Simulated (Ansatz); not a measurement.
System: BiVO4 (I4₁/a, No. 88, 12 atoms in the cell; start COD 9012062; high-temperature phase). Method: r²SCAN+rVV10 (plane waves, PAW; Ansatz, a first-principles code).

Run with plane-wave cutoff 560 eV, 10×10×10 k mesh, Fermi–Dirac smearing 0.01 eV, no spin polarisation, scalar-relativistic PAW data made under PBE.

Cell (relaxed at this level):

```
BiVO4
1.0
   -2.55315     2.55315     5.78353
    2.55315    -2.55315     5.78353
    2.55315     2.55315    -5.78353
Bi V O
2 2 8
Direct
  0.00000   0.00000   0.00000
  0.75000   0.25000   0.50000
  0.50000   0.50000   0.00000
  0.25000   0.75000   0.50000
  0.31058   0.42174   0.39071
  0.66986   0.56058   0.38884
  0.03102   0.91986   0.60929
  0.17174   0.28102   0.61116
  0.43942   0.82826   0.10929
  0.08014   0.68942   0.11116
  0.71898   0.33014   0.89071
  0.57826   0.96898   0.88884
```

Predict the band gap, smallest direct gap on the k points sampled and direct gap at Γ.


band gap: 2.37 eV
smallest direct gap on the k points sampled: 2.47 eV
direct gap at Γ: 3.23 eV

Note: held by symmetry at 0 K, a high-temperature phase can be a saddle point.

Spin–orbit coupling is not included; with these elements it can move the gap by several tenths of an eV or more.

The computed numbers hold no vibrational or temperature effects.

Computing time: very roughly 7 core-minutes.
